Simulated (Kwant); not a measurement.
Model system: stadium cavity between two wires in a Si two-dimensional gas. Effective mass 0.19 mₑ, grid spacing 6.7 nm, hard walls, nominal width 80 nm (11 grid rows, so walls 80.4 nm apart), one parabolic valley, scattering region 680 nm long along x; energies count from the band bottom; Fermi energy swept from 0.00024739 to 0.0037108 eV. Cavity of radius 150 nm, straight part 150 nm, centre moved sideways by 60 nm.

The device is made up for the run: typed textbook-type constants, with dimensions and the other settings drawn at random.

Model: effective-mass tight-binding model on a square grid, one spin, coherent transport at 0 K (Kwant). Conductance is in e²/h.

Task: How many channels do the leads carry at E = 1.56, 3.36 meV?

Result: The hard-wall thresholds are n² ħ²π²/(2mW²) = n² × 0.306 meV with W = 80.4 nm. √(1.56/0.306) = 2.26, so 2. √(3.36/0.306) = 3.31, so 3.
